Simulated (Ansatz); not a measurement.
# Cost against accuracy: basis.ecutwfc for ZrPb (P4/mmm, 2 atoms in the cell)

```
ZrPb
1.0
    3.32555     0.00000     0.00000
    0.00000     3.32555     0.00000
    0.00000     0.00000     4.35885
Pb Zr
1 1
Direct
  0.50000   0.50000   0.50000
  0.00000   0.00000   0.00000
```

Method of the run: PBE, harder PAW files (source: ansatz) (plane waves; Ansatz, an electronic-structure program).

Base settings: basis.ecutwfc = 580 eV; kpoints.mp_grid.grid = 8 8 6; hamiltonian.xc = pbe; hamiltonian.pseudopotentials = {kind: paw, source: ansatz}; scf.occupations.method = gaussian; scf.occupations.width = 0.2 eV.

Misses are taken against the tightest run, 1160 eV, which need not be fully converged itself. The energy is the free energy per atom.

The count of work is k-points × plane waves × bands × iterations; it is no time, and leaves out set-up, grids and terms that scale otherwise. 

Ansatz's pressure holds its estimate of the finite-basis (Pulay) stress, which hides part of the cutoff error; the uncorrected pressure shows it.

The starting cell was generated: these elements placed on a structure prototype, without a prior relaxation; it need not be a known phase or ordering of this composition. Ansatz's pressure includes its estimate of the finite-basis (Pulay) stress.

The runs (basis.ecutwfc): 230 eV | 290 eV | 350 eV | 405 eV | 465 eV | 520 eV | 580 eV | 665 eV | 755 eV | 870 eV | 1015 eV | 1160 eV.

**Question.** Which is the coarsest setting among those run that, with all tighter ones, holds the energy within 2 meV/atom of the reference, and what does it save?

**Answer.** 520 eV, off by 0.82 meV/atom; it needs 0.33 of the reference's count of work.

**Question.** What does the step from 230 eV to 665 eV buy?

**Answer.** It takes the miss in the energy from 22000 to 0.14 meV/atom, for 5.0 times the count of work.

```csv
basis.ecutwfc,energy less reference (meV/atom),pressure less reference (GPa),uncorrected pressure less reference (GPa),count of work / reference
230 eV,21786.81,-4.30,-593.66,0.097
290 eV,4155.45,-0.52,-152.93,0.14
350 eV,703.11,-0.22,-33.71,0.19
405 eV,117.59,-0.03,-7.35,0.23
465 eV,11.67,0.00,-1.04,0.28
520 eV,0.82,0.00,-0.09,0.33
580 eV,0.23,0.00,0.00,0.41
665 eV,0.14,0.00,0.00,0.49
755 eV,0.10,0.00,0.00,0.61
870 eV,0.07,0.00,0.00,0.73
1015 eV,0.04,0.00,0.00,0.84
1160 eV,0.00,0.00,0.00,1.0
```

Keys are those of Ansatz 0.2.
